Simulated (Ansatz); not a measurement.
We consider Sn₂S₃ (Pnma, No. 62), described by LDA (Ansatz, an electronic-structure program, plane waves, PAW).

Settings: plane-wave cutoff 500 eV, 6×10×4 k mesh (along the axes of the cell as run), gaussian smearing 0.02 eV, scalar-relativistic PAW data made under PBE.

Computed at the level's own relaxed cell.

Problem. Give the computed equilibrium volume per atom and band gap.

Solution. 
equilibrium volume per atom: 21.99 Å³/atom
band gap: 0.29 eV (on the SCF k mesh)

Note: the relaxation could not lower the start's symmetry, so the cell can be a saddle point above a distorted one; the volume lies 6 % below that of the published cell.

Spin–orbit coupling is not included.

Static lattice: no zero-point or thermal effects.
